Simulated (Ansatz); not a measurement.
Here is the system:

```
ZnCu
1.0
    4.01039     0.00000     0.00000
    2.00519     3.47310     0.00000
    2.00519    -1.15770     1.70567
Zn Cu
1 1
Direct
  0.00000   0.50000   0.50000
  0.00000   0.00000   0.00000
```

No spin polarisation.

Level of theory: PBEsol (Ansatz, a first-principles code; PAW; 420 eV plane waves; scalar-relativistic without spin-orbit coupling). Γ-centred 20×20×20 mesh, Fermi–Dirac width 0.1 eV.

Task: Predict the band gap.

Result: Zero.

Task: Estimate the space group.

Result: R-3m (No. 166).

Task: Estimate the pressure (mean of the normal stresses, compression positive).

Result: 5.5 GPa.

The cells carry an imposed strain or load. Stability against distortions was not tested. The final runs are not spin-polarised. The cell was made from ZnCu in the CsCl type structure (space group Pm-3m, No. 221) by this change: biaxial strain −2.50 %, plane normal [111], relaxed out of plane.
